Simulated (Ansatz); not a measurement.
A self-consistent single point of Ti₂CuSb₃ (P-4m2, 6 atoms in the cell) with Ansatz (a first-principles code).

Computed with PBEsol, harder PAW files (source: ansatz) made with PBE (plane waves; Ansatz).

The change in words: lattice scaled by 0.97. Reference geometry:
```
Ti2CuSb3
1.0
    3.80795     0.00000     0.00000
    0.00000     3.80795     0.00000
    0.00000     0.00000     8.27393
Ti Cu Sb
2 1 3
Direct
  0.50000   0.00000   0.26261
  0.00000   0.50000   0.73739
  0.00000   0.00000   0.00000
  0.50000   0.00000   0.62505
  0.00000   0.50000   0.37495
  0.50000   0.50000   0.00000
```

Reference input (self-consistent single point, DFT, PBEsol, plane waves, harder PAW files (source: ansatz) made with PBE): basis.ecutwfc = 54.4 Ry; kpoints.mp_grid.grid = 7 7 4; hamiltonian.xc = pbesol; hamiltonian.pseudopotentials = {kind: paw, source: ansatz}; scf.occupations.method = cold; scf.occupations.width = 0.0073 Ry. This run's input differs from it in these lines:

Ansatz 0.2 input:
```diff
@@ -2,12 +2,12 @@
   lattice:
-    - [3.807950, 0.000000, 0.000000]
-    - [0.000000, 3.807950, 0.000000]
-    - [0.000000, 0.000000, 8.273930]
+    - [3.693712, 0.000000, 0.000000]
+    - [0.000000, 3.693712, 0.000000]
+    - [0.000000, 0.000000, 8.025712]
   atoms:
-    - { symbol: Ti, position_ang: [1.903975, 0.000000, 2.172817] }
-    - { symbol: Ti, position_ang: [0.000000, 1.903975, 6.101113] }
+    - { symbol: Ti, position_ang: [1.846856, 0.000000, 2.107632] }
+    - { symbol: Ti, position_ang: [0.000000, 1.846856, 5.918080] }
     - { symbol: Cu, position_ang: [0.000000, 0.000000, 0.000000] }
-    - { symbol: Sb, position_ang: [1.903975, 0.000000, 5.171620] }
-    - { symbol: Sb, position_ang: [0.000000, 1.903975, 3.102310] }
-    - { symbol: Sb, position_ang: [1.903975, 1.903975, 0.000000] }
+    - { symbol: Sb, position_ang: [1.846856, 0.000000, 5.016471] }
+    - { symbol: Sb, position_ang: [0.000000, 1.846856, 3.009241] }
+    - { symbol: Sb, position_ang: [1.846856, 1.846856, 0.000000] }
 basis:
```

The program printed (abridged):

```
SCF iter   1: F=—  HF=-39087.369156 eV  |F-HF|=—  |Δ(HF+E_count)|=         —  Δρ=1.28e-1  dr2=1.65e1  ethr=3.10e-3  ⟨swp⟩=6.0  Hψ=6866  notcnv=0  defer=1
all-band conjugate gradients solve this SCF's bands
preconditioner: auto → Kerker (q_TF=auto, 2.714 Å⁻¹)
SCF iter   2: F=—  HF=-39085.538761 eV  |F-HF|=—  |Δ(HF+E_count)|=    1.83e0  S|Δr|=    0.00e0  Δρ=5.09e-2  dr2=3.08e0  ethr=3.10e-3  ⟨swp⟩=2.9  Hψ=3293  notcnv=0  defer=112
   [... lines left out ...]
SCF iter   8: F=—  HF=-39084.930429 eV  |F-HF|=—  |Δ(HF+E_count)|=   2.71e-5  S|Δr|=    0.00e0  Δρ=5.61e-5  dr2=8.74e-6  ethr=1.92e-7  ⟨swp⟩=2.0  Hψ=2144  notcnv=0  defer=112
SCF iter   9: F=—  HF=-39084.930588 eV  |F-HF|=—  |Δ(HF+E_count)|=   1.59e-4  S|Δr|=    0.00e0  Δρ=2.31e-5  dr2=1.47e-6  ethr=8.25e-9  ⟨swp⟩=2.0  Hψ=2199  notcnv=0  defer=112
SCF iter  10: F=-39084.930588 eV  HF=-39084.930588 eV  |F-HF|=3.99e-8  |Δ(HF+E_count)|=   1.80e-7  S|Δr|=    0.00e0  Δρ=4.04e-6  dr2=4.80e-8  ethr=9.43e-11  ⟨swp⟩=10.5  Hψ=9204  notcnv=0
SCF 1 converged in 10 iterations: F = -39084.930588 eV  dr2 = 4.80e-8
Stability not checked (fill_not_monotonic)
Free energy (F): -39084.930588 eV
Internal energy: -39084.936925 eV  (E = F + TS)
E sigma→0 (E₀):  -39084.932700 eV
Entropy (-TS):   0.006337 eV (1.056 meV/atom)
Fermi energy:    16.109118 eV
--- Forces (eV/Å), atoms counted from 1 ---
  atom   1  Ti     0.00000000     0.00000000    -0.06619264
  atom   2  Ti     0.00000000    -0.00000000     0.06619264
  atom   3  Cu    -0.00000000    -0.00000000     0.00000000
  atom   4  Sb     0.00000000    -0.00000000    -0.05485036
  atom   5  Sb     0.00000000     0.00000000     0.05485036
  atom   6  Sb     0.00000000     0.00000000    -0.00000000
--- Stress (GPa, compression-positive) ---
        5.870157       0.000000       0.000000
        0.000000       5.870157       0.000000
        0.000000       0.000000       5.246570
  P = ⅓ Tr σ = 5.6623 GPa (56.623 kbar)
  The stress holds the Pulay correction. Without it, at fixed plane waves, as pw.x and ABINIT print it: P = 5.6593 GPa
```

The run converged in 10 iterations. Against the reference run the free energy rises by 3.4 meV/atom, the pressure goes from -4.22 to 5.66 GPa and the largest force goes from 0.082 to 0.066 eV/Å.

The starting cell comes from a database of computed structures (which also holds hypothetical and non-ambient phases and stackings), without a prior relaxation at this level. For this run, on top of that: lattice scaled by 0.97. Spin polarisation is off. Ansatz's pressure includes its estimate of the finite-basis (Pulay) stress.

Cost on one core of a shared machine: roughly 50 s.
